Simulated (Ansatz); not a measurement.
Start from GeSe in the rock salt structure (space group Fm-3m, No. 225; a = 5.561 Å; a cell from a computed database, its experimental status unchecked).

The values are results of Ansatz (a first-principles code), PBEsol, PAW, cutoff 420 eV, spin-orbit coupling left out, not measurements.

For the base:

```
Quantity           Result
---------------  --------
Volume per atom  21.50 Å³
```

The change: Sn takes the place of Ge on all its sites; the structure is relaxed again.

Task: Predict the new volume per atom.

Result: The volume per atom increases by 4.828 Å³ to 26.32 Å³.

Whether these cells are dynamically stable was not tested.
